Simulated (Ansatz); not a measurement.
Input and output of a self-consistent single point for MgSn (Pm-3m, 2 atoms in the cell) (Ansatz, a quantum-chemistry and plane-wave program).

Method of the run: LDA (PW92), default PAW files made with PBE (plane waves; Ansatz).

```xyz
2
Lattice="3.6231 0.0000 0.0000 0.0000 3.6231 0.0000 0.0000 0.0000 3.6231" Properties=species:S:1:pos:R:3 pbc="T T T"
Mg     0.0000     0.0000     0.0000
Sn     1.8116     1.8116     1.8116
```

Reference input (self-consistent single point, DFT, LDA (PW92), plane waves, default PAW files made with PBE): kpoints.mp_grid.grid = 9 9 9; hamiltonian.xc = lda; hamiltonian.pseudopotentials = {kind: paw} (the program's default PAW files); scf.occupations.method = cold; scf.occupations.width = 0.2 eV. This run's input differs from it in these lines:

Ansatz 0.2 input:
```diff
@@ -11,3 +11,3 @@
   mp_grid:
-    grid: [9, 9, 9]
+    grid: [10, 10, 10]
 hamiltonian:
@@ -19,3 +19,3 @@
     method: cold
-    width: 0.2
+    width: 0.1
 output:
```

Output (repeated stretches shortened):

```
SCF iter   1: F=—  HF=-7781.371852 eV  |F-HF|=—  |Δ(HF+E_count)|=         —  Δρ=7.44e-3  dr2=1.47e-2  ethr=1.77e-3  ⟨swp⟩=6.0  Hψ=4537  notcnv=0
all-band conjugate gradients solve this SCF's bands
preconditioner: auto → none
SCF iter   2: F=—  HF=-7781.362739 eV  |F-HF|=—  |Δ(HF+E_count)|=   9.11e-3  S|Δr|=    0.00e0  Δρ=2.56e-3  dr2=1.46e-3  ethr=6.13e-5  ⟨swp⟩=2.3  Hψ=2142  notcnv=0  defer=9
SCF iter   3: F=—  HF=-7781.362241 eV  |F-HF|=—  |Δ(HF+E_count)|=   4.98e-4  S|Δr|=    0.00e0  Δρ=4.11e-4  dr2=1.16e-4  ethr=6.09e-6  ⟨swp⟩=2.6  Hψ=1663  notcnv=0  defer=9
SCF iter   4: F=—  HF=-7781.362197 eV  |F-HF|=—  |Δ(HF+E_count)|=   4.41e-5  S|Δr|=    0.00e0  Δρ=1.52e-4  dr2=8.67e-6  ethr=4.82e-7  ⟨swp⟩=2.0  Hψ=1330  notcnv=0  defer=9
SCF iter   5: F=—  HF=-7781.362199 eV  |F-HF|=—  |Δ(HF+E_count)|=   2.02e-6  S|Δr|=    0.00e0  Δρ=1.56e-5  dr2=1.19e-7  ethr=3.61e-8  ⟨swp⟩=1.1  Hψ=891  notcnv=0  defer=9
SCF iter   6: F=-7781.362199 eV  HF=-7781.362199 eV  |F-HF|=5.76e-9  |Δ(HF+E_count)|=   3.40e-8  S|Δr|=    0.00e0  Δρ=3.09e-6  dr2=4.87e-9  ethr=4.17e-10  ⟨swp⟩=6.6  Hψ=3955  notcnv=0
SCF 1 converged in 6 iterations: F = -7781.362199 eV  dr2 = 4.87e-9
Stability not checked (fill_not_monotonic)
Free energy (F): -7781.362199 eV
Internal energy: -7781.363300 eV  (E = F + TS)
E sigma→0 (E₀):  -7781.362566 eV
Entropy (-TS):   0.001101 eV (0.551 meV/atom)
Fermi energy:    8.903922 eV
--- Forces (eV/Å), atoms counted from 1 ---
  atom   1  Mg    -0.00000000     0.00000000    -0.00000000
  atom   2  Sn     0.00000000     0.00000000    -0.00000000
--- Stress (GPa, compression-positive) ---
       -2.032988       0.000000       0.000000
        0.000000      -2.032988       0.000000
        0.000000       0.000000      -2.032988
  P = ⅓ Tr σ = -2.0330 GPa (-20.330 kbar)
  The stress holds the Pulay correction. Without it, at fixed plane waves, as pw.x and ABINIT print it: P = -2.0459 GPa
```

The run converged in 6 iterations. Against the reference run the free energy goes up by 7.1 meV/atom and the pressure hardly changes (-2.05 to -2.03 GPa).

The starting cell comes from a database of computed structures (which also holds hypothetical and non-ambient phases and stackings), without a prior relaxation at this level. Ansatz's pressure includes its estimate of the finite-basis (Pulay) stress.
